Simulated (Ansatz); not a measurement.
# BeTe: response to strain

The parent structure is BeTe in the zinc blende structure (space group F-43m, No. 216; a = 5.6043 Å). Axes: x, y, z lie along the cube axes.

Strains are applied to the cell and any free atomic positions relax; under biaxial strain the out-of-plane vector relaxes too.

All numbers come from plane-wave PAW DFT at the PBEsol level (Ansatz, an electronic-structure program, 420 eV), spin-orbit coupling left out.

```tsv
biaxial strain, plane normal [001], relaxed out of plane (%)	band gap (eV)
-3	1.51
-2.5	1.56
-2	1.62
-1.5	1.68
-1	1.73
-0.5	?
0	1.84
```

Question: Fit E_g = E₀ + Dε (ε in %) to the rows shown and predict the withheld row.

Answer: Least squares on the printed values gives E₀ = 1.84 eV, D = 111 meV per % of strain (largest residual 0.00 eV); this predicts 1.79 eV, and the run gives 1.78 eV, in agreement.

With Te present, leaving out spin-orbit coupling can change the band edges. Gaps are read on the SCF mesh and a high-symmetry path. Stability against distortions was not tested.
